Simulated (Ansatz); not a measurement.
System: SnI₂ (within 0.1 Å of C2/m, No. 12; cell taken from a computed entry). Method: HSE06 in Ansatz (PAW).

Input:

Ansatz 0.2 input:
```yaml
crystal:
  lattice:
    - [4.4928719361, -0.0008057832, 0.0031621509]
    - [-2.2455185429, 7.2808352651, 0.0010462913]
    - [-0.0243016322, -0.3498340609, 11.1074204726]
  atoms:
    - { symbol: Sn, position: [0.0, 0.0, 0.0] }
    - { symbol: Sn, position: [0.2657309804, 0.5371522854, 0.3118248795] }
    - { symbol: Sn, position: [0.7342690196, 0.4628477146, 0.6881751205] }
    - { symbol: I, position: [0.0848067073, 0.1667559458, 0.7342017754] }
    - { symbol: I, position: [0.9151932927, 0.8332440542, 0.2657982246] }
    - { symbol: I, position: [0.3593135336, 0.7166798928, 0.5593350063] }
    - { symbol: I, position: [0.6406864664, 0.2833201072, 0.4406649937] }
    - { symbol: I, position: [0.3569024055, 0.7147433884, 0.9201140614] }
    - { symbol: I, position: [0.6430975945, 0.2852566116, 0.0798859386] }
kpoints:
  mp_grid: { grid: [6, 4, 2] }
hamiltonian:
  xc: hse06
  pseudopotentials: { kind: paw }
  dispersion: none
scf:
  occupations: { method: gaussian, width: 0.02 }
output:
  forces: true
  stress: true
  eigenvalues: true
basis:
  ecutwfc: 500
  ecutrho_ratio: 4
  xc_grid: 2
magnetization:
  spin_polarized: false
```

The run printed, among other lines:

```
WARN output.stress: scf.convergence.dr2_threshold = 1e-7 eV (the SCF's general default) is looser than the 9e-10 eV advised for a printed stress (1e-10 eV for …
WARN output.stress: scf.exx.energy_threshold = 1e-6 eV is looser than the 9e-8 eV advised for a stress under a hybrid functional (1e-8 eV for each atom of the …
Crystal: 9 atoms, lattice volume = 363.329 Å³
Basis set: ecut = 500 eV, 9197 PW (Γ), exchange–correlation on 72×120×180 points (8 copies of the dense FFT grid, shifted against one another)
Bands: 87, of which v1, the nominal top of the filled ones, is band 72 counted from 1 (71 counted from 0)
Symmetry: 2 space group operations
Space group: P-1 (ITA 2), of the structure as read, at distance tolerance 7.1e-5 Å
k-points: 28 of 48
SCF iter   1: F=—  HF=-63154.571503 eV  |F-HF|=—  |Δ(HF+E_count)|=         —  Δρ=1.26e-3  dr2=3.65e-2
SCF iter   2: F=—  HF=-63154.577799 eV  |F-HF|=—  |Δ(HF+E_count)|=   6.30e-3  Δρ=1.32e-3  dr2=4.89e-2
  ...
Crystal: 9 atoms, lattice volume = 363.329 Å³
Initial density: handed on by an earlier stage of this run
Crystal: 9 atoms, lattice volume = 363.329 Å³
SCF 3 converged in 6 iterations: F = -63194.805914 eV  dr2 = 4.32e-10
Crystal: 9 atoms, lattice volume = 363.329 Å³
SCF iter   1: F=—  HF=-63194.805914 eV  |F-HF|=—  |Δ(HF+E_count)|=         —  Δρ=7.35e-7  dr2=1.74e-9
SCF iter   2: F=-63194.805914 eV  HF=-63194.805914 eV  |F-HF|=1.02e-10  |Δ(HF+E_count)|=  1.89e-10  Δρ=2.01e-7  dr2=2.35e-10
SCF 4 converged in 2 iterations: F = -63194.805914 eV  dr2 = 2.35e-10
Free energy (F): -63194.805914 eV
Internal energy: -63194.805914 eV  (E = F + TS)
E sigma→0 (E₀):  -63194.805914 eV
Fermi energy:    6.256996 eV
--- Forces (eV/Å), atoms counted from 1 ---
  atom   1  Sn     0.00000000     0.00000000     0.00000000
  atom   2  Sn    -0.00058412     0.01444590     0.03949517
  atom   3  Sn     0.00058412    -0.01444590    -0.03949517
  atom   4  I     -0.00192558     0.05650883    -0.00266481
  atom   5  I      0.00192558    -0.05650883     0.00266481
  atom   6  I     -0.00837427    -0.06920168    -0.03192309
  atom   7  I      0.00837427     0.06920168     0.03192309
  atom   8  I      0.00083240     0.02156567    -0.02071936
  atom   9  I     -0.00083240    -0.02156567     0.02071936
--- Stress (GPa, compression-positive) ---
       -0.049559      -0.015581      -0.005574
       -0.015581      -0.014165      -0.016522
       -0.005574      -0.016522      -0.050756
  P = ⅓ Tr σ = -0.0382 GPa (-0.382 kbar)
```

The PAW data were made under PBE.

Note: cell and atoms aren't relaxed at this level (largest force component 0.07 eV/Å).

Cost on a shared machine: around 90 core-minutes (rough).

Ansatz is a quantum-chemistry and plane-wave program.
